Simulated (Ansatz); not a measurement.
AlP in the zinc blende structure (space group F-43m, No. 216)

```cif
data_AlP
_chemical_formula_sum 'P1 Al1'
_space_group_name_H-M_alt 'P 1'
_space_group_IT_number 1
_cell_length_a 3.86817
_cell_length_b 3.86817
_cell_length_c 3.86817
_cell_angle_alpha 60.000
_cell_angle_beta 60.000
_cell_angle_gamma 60.000
loop_
_space_group_symop_operation_xyz
  'x, y, z'
loop_
_atom_site_label
_atom_site_type_symbol
_atom_site_fract_x
_atom_site_fract_y
_atom_site_fract_z
_atom_site_occupancy
P1 P 0.75000 0.75000 0.75000 1
Al1 Al 0.00000 0.00000 0.00000 1
```

Level of theory: Ansatz (a program for electronic structure), PBEsol, PAW, cutoff 420 eV, no spin-orbit coupling. Settings: 10×10×10 k-points, 0.05 eV Fermi–Dirac smearing.

The volume per atom is 20.46 Å³ and the density comes out as 2.35 g/cm³. The band gap is 1.45 eV, indirect, Γ → X, the electron mass is 0.77 mₑ along k, 0.24 mₑ across and the hole mass (degenerate bands, along [100]) is 0.19, 0.54, 0.54 mₑ. The lowest conduction-band minima above the VBM is X along ⟨100⟩ 1.45 eV; L along ⟨111⟩ 2.71 eV and the total energy is -632.868 eV/atom (σ→0; compares only within this code and set-up).

Effective masses come from finite differences of ±0.01 Å⁻¹. Along k means along the line from Γ to the band edge. Stability against distortions was not tested.
